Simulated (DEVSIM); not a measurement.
## illuminated GaAs p-on-n cell, one wavelength

System: illuminated GaAs p-on-n cell, one wavelength, at 300 K.

```
layer (left to right)  material  thickness (μm)  Nd (cm⁻³)  Na (cm⁻³)   τn (s)   τp (s)  absorption coefficient (cm⁻¹)
---------------------  --------  --------------  ---------  ---------  -------  -------  -----------------------------
1                          GaAs           0.880          -     1.7e18  1.6e-10  1.9e-11                          41000
2                          GaAs            3.60     6.6e16          -  9.7e-10  9.7e-10                          41000
```

Left contact: ohmic, minority electron recombination velocity 50 cm/s. Right contact: ohmic, minority hole recombination velocity 600 cm/s. Voltage is applied to the left contact. Recombination: SRH at mid-gap, radiative, Auger. Light enters at the left, 2.7e18 photons cm⁻² s⁻¹, one pass, no reflection. Mobility is constant in doping.

The device is made up for the run: typed textbook-type constants, with dimensions and the other settings drawn at random. Values at 300 K.

```
parameter        GaAs
-------------  ------
gap (eV)        1.424
affinity (eV)    4.07
permittivity     12.9
Nc (cm⁻³)      4.7e17
Nv (cm⁻³)        9e18
μn (cm²/Vs)      8500
μp (cm²/Vs)       400
B (cm³/s)       2e-10
Cn (cm⁶/s)      1e-30
Cp (cm⁶/s)      1e-30
```

Simulated with DEVSIM: 1D drift-diffusion, Boltzmann statistics, complete ionisation; no tunnelling, impact ionisation, image-force lowering or self-heating.

* **Potential step across the device at zero bias**: 1.330 V
* **Largest field in the device at zero bias**: 150000 V/cm
* **Dark forward voltage at 1 A/cm²**: 1.051 V
* **Dark forward voltage at 100 A/cm²**: 1.181 V
* **Short-circuit current**: 392 mA/cm²
* **Open-circuit voltage**: 1.023 V
* **Fill factor**: 0.85
* **Largest power**: 341 mW/cm²
* **Share of generated pairs collected at short circuit**: 0.905

Dark forward current:

(V (V), J (A/cm²)): (0.05, 2.7e-10); (0.10, 9.3e-10); (0.20, 7.4e-9); (0.25, 2.0e-8); (0.30, 5.5e-8); (0.40, 4.0e-7); (0.45, 1.1e-6); (0.50, 3.0e-6); (0.60, 2.2e-5); (0.65, 6.2e-5); (0.70, 0.00017); (0.75, 0.00048); (0.85, 0.0041); (0.90, 0.013); (0.95, 0.046); (1.05, 0.96); (1.10, 5.5); (1.15, 34); (1.25, 940); (1.30, 3500)

Small-signal capacitance in reverse bias (quasi-static):

```csv
V (V),C (nF/cm²)
-0.04,66.5
-0.1,65.0
-0.2,62.7
-0.3,60.7
-0.4,58.9
-0.6,55.6
-0.8,52.9
-1,50.5
-1.3,47.5
-1.6,44.9
-2,42.1
```
